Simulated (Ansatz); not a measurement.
Consider CuI in the zinc blende structure (space group F-43m, No. 216; a = 6.079 Å).

All numbers come from PBE (Ansatz, a quantum-chemistry and plane-wave program; PAW; 420 eV plane waves; spin-orbit coupling left out).

One thing is altered: full substitution I → Cl; the structure is relaxed again.

Measured lattice parameter a: CuI 6.053 Å (temperature not stated; as listed in arXiv:2305.18931); CuCl 5.4093 Å (0 K or low temperature; as listed in arXiv:1206.3780).

Question: How well does PBE reproduce the measured shift?

Answer: With PBE the lattice parameter a moves by -0.655 Å (6.079 → 5.424) against -0.644 Å measured.

Stability against distortions was not tested. No Hubbard U is applied. The final runs are not spin-polarised.
